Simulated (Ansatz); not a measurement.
**BP, carrier doping**

Base system: BP in the zinc blende structure (space group F-43m, No. 216; a = 4.536 Å).

Carriers are added at fixed cell with a uniform background; the Fermi–Dirac width is that of 300 K.

Level of theory: r2SCAN (Ansatz, an electronic-structure program; PAW; 500 eV plane waves; no spin-orbit coupling), earlier PAW set.

Notes on the quantities. Fermi level from band edge: Fermi level relative to the doped band's edge (positive inside the band; to 0.05 eV).

```json
[
 {"case": "undoped", "Fermi level from band edge": "–", "gap between the host's bands": "1.41 eV"},
 {"case": "electrons 7.0×10^20 cm⁻³", "Fermi level from band edge": "+0.20 eV", "gap between the host's bands": "1.40 eV"},
 {"case": "electrons 1.5×10^21 cm⁻³", "Fermi level from band edge": "+0.35 eV", "gap between the host's bands": "1.40 eV"},
 {"case": "electrons 2.0×10^21 cm⁻³", "Fermi level from band edge": "+0.40 eV", "gap between the host's bands": "1.39 eV"},
 {"case": "electrons 5.0×10^21 cm⁻³", "Fermi level from band edge": "…", "gap between the host's bands": "…"},
 {"case": "holes 7.0×10^20 cm⁻³", "Fermi level from band edge": "+0.25 eV", "gap between the host's bands": "1.42 eV"},
 {"case": "holes 1.5×10^21 cm⁻³", "Fermi level from band edge": "+0.40 eV", "gap between the host's bands": "1.43 eV"},
 {"case": "holes 2.0×10^21 cm⁻³", "Fermi level from band edge": "+0.45 eV", "gap between the host's bands": "1.44 eV"},
 {"case": "holes 5.0×10^21 cm⁻³", "Fermi level from band edge": "+0.80 eV", "gap between the host's bands": "1.48 eV"}
]
```

Task: Complete the table.

Result: 
- electrons 5.0×10^21 cm⁻³, Fermi level from band edge: +0.65 eV
- electrons 5.0×10^21 cm⁻³, gap between the host's bands: 1.37 eV

Carriers are added with a uniform compensating background; total energy and stress of such cells depend on the potential's zero and are not compared; many-body gap narrowing is missing at this level. No phonon test of stability was made.
